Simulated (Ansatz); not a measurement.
Effect of isotropic strain −0.50 % on WC

Consider WC (space group P-6m2, No. 187; a = 2.922 Å, c = 2.846 Å; relaxed with 0.1 eV smearing).

One thing is altered: an isotropic linear strain of −0.50 %, atoms relaxed at fixed cell.

Method: PBE/PAW in Ansatz (a first-principles code), without spin-orbit coupling. Γ-centred 23×23×20 mesh, Fermi–Dirac width 0.1 eV.

The volume per atom shrinks by 0.16 Å³ to 10.37 Å³ and the space group stays P-6m2 (No. 187). The shortest interatomic distance decreases by 0.011 Å (2.207 Å → 2.196 Å) and the energy increases by 2.9 meV/atom. The pressure (mean of the normal stresses, compression positive) goes from zero to 6.0 GPa and the band gap is still zero.

Stability against distortions was not tested. All final runs are without spin polarisation.
